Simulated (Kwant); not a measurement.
Device: wire with a row of barriers in a In0.53Ga0.47As two-dimensional gas. Effective mass 0.041 mₑ, grid spacing 4 nm, hard walls, nominal width 80 nm (19 grid rows, so walls 80 nm apart), one parabolic valley, scattering region 400 nm long along x; energies count from the band bottom; Fermi energy swept from 0.0011464 to 0.013614 eV. 2 barrier(s) across the wire, height 0.15 eV, thickness 12 nm (about 3 grid columns), spaced by 32 nm.

The device is made up for the run: typed textbook-type constants, with dimensions and the other settings drawn at random.

Model: effective-mass tight-binding model on a square grid, one spin, coherent transport at 0 K (Kwant). Conductance is in e²/h.

Problem. How many channels do the leads carry at E = 7.89, 9.93 meV?

Solution. The hard-wall thresholds are n² ħ²π²/(2mW²) = n² × 1.43 meV with W = 80 nm. √(7.89/1.43) = 2.35, so 2. √(9.93/1.43) = 2.63, so 2.
